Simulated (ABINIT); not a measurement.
Troubleshooting ABINIT: a failed run on Rb2AlTlH6 (Fm-3m, 10 atoms in the cell). The aim is a self-consistent single point with DFT, LDA (PW92), plane waves, norm-conserving pseudopotentials (PseudoDojo nc-sr-04 LDA standard).

Cell that was meant: a = 6.1424 Å, b = 6.1424 Å, c = 6.1424 Å, α = 60.00°, β = 60.00°, γ = 60.00°.

Part of the input:

```
# Rb2AlTlH6, PseudoDojo nc-sr-04 LDA standard
pp_dirpath "./"
pseudos "Rb.upf, Al.upf, Tl.upf, H_pbe.upf"
acell 3*1.0
rprim
         0.0000000000    8.2077703093    8.2077703093
```

Output, abridged:

```
     HAVE_FC_ISO_C_BINDING  HAVE_FC_ISO_FORTRAN_2008        HAVE_FC_LONG_LINES

        HAVE_FC_MOVE_ALLOC  HAVE_FC_ON_THE_FLY_SHAPE           HAVE_FC_PRIVATE

         HAVE_FC_PROTECTED           HAVE_FC_SHIFTLR         HAVE_FC_STREAM_IO

            HAVE_FC_SYSTEM                HAVE_FFTW3          HAVE_FORTRAN2003

                 HAVE_HDF5             HAVE_HDF5_MPI        HAVE_LIBPAW_ABINIT

      HAVE_LIBTETRA_ABINIT                HAVE_LIBXC                  HAVE_MPI

                 HAVE_MPI2         HAVE_MPI2_INPLACE       HAVE_MPI_IALLGATHER

       HAVE_MPI_IALLREDUCE        HAVE_MPI_IALLTOALL       HAVE_MPI_IALLTOALLV

           HAVE_MPI_IBCAST         HAVE_MPI_IGATHERV        HAVE_MPI_INTEGER16

               HAVE_MPI_IO HAVE_MPI_TYPE_CREATE_S...               HAVE_NETCDF

       HAVE_NETCDF_FORTRAN   HAVE_NETCDF_FORTRAN_MPI           HAVE_NETCDF_MPI

             HAVE_OS_LINUX         HAVE_TIMER_ABINIT
 ++++++++++++++++++++++++++++++++++++++++++++++++++++++++++++++++++++++++++++++

 Netcdf library supports MPI-IO
-instrng: 37 lines of input have been read from file run.abi

 For atom type 1, psp file is ./Rb.upf
 For atom type 2, psp file is ./Al.upf
 For atom type 3, psp file is ./Tl.upf
 For atom type 4, psp file is ./H_pbe.upf

--- !ERROR
src_file: m_pspheads.F90
src_line: 133
mpi_rank: 0
message: |
    Fortran open returned iostat: 2 while opening file: ./H_pbe.upf
    Runtime error message: Cannot open file './H_pbe.upf': No such file or directory
...

 abinit_abort: decision taken to exit. Check above messages for more info
Abort(13) on node 0 (rank 0 in comm 0): application called MPI_Abort(MPI_COMM_WORLD, 13) - process 0

--- !ERROR
src_file: m_pspheads.F90
src_line: 133
mpi_rank: 0
message: |
    Fortran open returned iostat: 2 while opening file: ./H_pbe.upf
    Runtime error message: Cannot open file './H_pbe.upf': No such file or directory
...
```

Q: From the messages shown, name the fault and mend the input.

A: The fault is a potential or basis that cannot be found. The input names a file or set that is not where the program looks, or that does not exist under that name. To fix it, correct the name or place the file. The program stopped before any SCF iteration.

An input that runs soundly differs in these lines (not the only fix; some lines may just follow from the change or write a value another way):
```diff
-pseudos "Rb.upf, Al.upf, Tl.upf, H_pbe.upf"
+pseudos "Rb.upf, Al.upf, Tl.upf, H.upf"
```

With that input, the run converged in 11 iterations: free energy E − TS -3285.64 eV; top of the valence band (on the code's own zero) 1.91 eV; gap on the k-point mesh 0.75 eV; pressure -2.84 GPa; largest force (vector length) 0.070 eV/Å (DFT, LDA (PW92), plane waves, norm-conserving pseudopotentials (PseudoDojo nc-sr-04 LDA standard)).

On the sound input: the starting cell comes from a database of computed structures (which also holds hypothetical and non-ambient phases and stackings), without a prior relaxation at this level. Spin-orbit coupling is off.
